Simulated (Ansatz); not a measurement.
We consider antifluorite K2S, described by PBEsol-D3(BJ) in Ansatz (PAW).

The input as run:

Ansatz 0.2 input:
```yaml
crystal:
  lattice:
    - [0.0, 3.5981567751, 3.5981567751]
    - [3.5981567751, 0.0, 3.5981567751]
    - [3.5981567751, 3.5981567751, 0.0]
  atoms:
    - { symbol: K, position: [0.25, 0.25, 0.25] }
    - { symbol: K, position: [0.75, 0.75, 0.75] }
    - { symbol: S, position: [0.0, 0.0, 0.0] }
basis:
  ecutwfc: 520
  ecutrho_ratio: 4
  xc_grid: 2
kpoints:
  mp_grid: { grid: [8, 8, 8] }
  band_path:
    path:
      - [0.0, 0.0, 0.0]
      - [0.0625, 0.0, 0.0625]
      - [0.125, 0.0, 0.125]
      - [0.1875, 0.0, 0.1875]
      - [0.25, 0.0, 0.25]
      - [0.3125, 0.0, 0.3125]
      - [0.375, 0.0, 0.375]
      - [0.4375, 0.0, 0.4375]
      - [0.5, 0.0, 0.5]
      - [0.5625, 0.125, 0.5625]
      - [0.625, 0.25, 0.625]
      - [0.375, 0.375, 0.75]
      - [0.333333, 0.333333, 0.666667]
      - [0.291667, 0.291667, 0.583333]
      - [0.25, 0.25, 0.5]
      - [0.208333, 0.208333, 0.416667]
      - [0.166667, 0.166667, 0.333333]
      - [0.125, 0.125, 0.25]
      - [0.083333, 0.083333, 0.166667]
      - [0.041667, 0.041667, 0.083333]
      - [0.071429, 0.071429, 0.071429]
      - [0.142857, 0.142857, 0.142857]
      - [0.214286, 0.214286, 0.214286]
      - [0.285714, 0.285714, 0.285714]
      - [0.357143, 0.357143, 0.357143]
      - [0.428571, 0.428571, 0.428571]
      - [0.5, 0.5, 0.5]
      - [0.5, 0.45, 0.55]
      - [0.5, 0.4, 0.6]
      - [0.5, 0.35, 0.65]
      - [0.5, 0.3, 0.7]
      - [0.5, 0.25, 0.75]
      - [0.5, 0.166667, 0.666667]
      - [0.5, 0.083333, 0.583333]
    npoints: 1
hamiltonian:
  xc: pbesol
  dispersion: d3bj
  pseudopotentials: { kind: paw }
scf:
  occupations: { method: fermi_dirac, width: 0.01 }
  convergence: { dr2_threshold: 0.0000000003 }
output:
  forces: true
  stress: true
  eigenvalues: true
  write_bands: true
```

From the output:

```
Crystal: 3 atoms, lattice volume = 93.169 Å³
Basis set: ecut = 520 eV, 2565 PW (Γ), exchange–correlation on 80×80×80 points (8 copies of the dense FFT grid, shifted against one another)
Bands: 16, of which v1, the nominal top of the filled ones, is band 12 counted from 1 (11 counted from 0)
Symmetry: 48 space group operations
Space group: Fm-3m (ITA 225), of the structure as read, at distance tolerance 4.5e-5 Å
k-points: 29 of 512
Functional: x = pbesol(κ = 0.804, μ = 0.12345679012345678), c = pbesol(β = 0.046)
SCF iter   1: F=—  HF=-3920.893506 eV  |F-HF|=—  |Δ(HF+E_count)|=         —  Δρ=2.78e-3  dr2=9.61e-3
SCF iter   2: F=—  HF=-3920.889065 eV  |F-HF|=—  |Δ(HF+E_count)|=   4.44e-3  Δρ=8.80e-4  dr2=4.13e-4
  ...
SCF iter   7: F=—  HF=-3920.888970 eV  |F-HF|=—  |Δ(HF+E_count)|=   1.24e-9  Δρ=5.60e-7  dr2=4.13e-10
SCF iter   8: F=-3920.888970 eV  HF=-3920.888970 eV  |F-HF|=1.82e-12  |Δ(HF+E_count)|=  1.02e-10  Δρ=4.18e-8  dr2=1.72e-12
SCF 1 converged in 8 iterations: F = -3920.888970 eV  dr2 = 1.72e-12
SCF converged after 8 iterations
Free energy (F): -3920.888970 eV
Internal energy: -3920.888970 eV  (E = F + TS)
E sigma→0 (E₀):  -3920.888970 eV
Fermi energy:    4.342103 eV
--- Stress (GPa, compression-positive) ---
       -0.000020       0.000000       0.000000
        0.000000      -0.000020       0.000000
       -0.000000       0.000000      -0.000020
  P = ⅓ Tr σ = -0.0000 GPa (-0.000 kbar)
```

The PAW data were made under PBE.

It cost very roughly 4 core-seconds of CPU time.

Ansatz is a program for electronic structure.
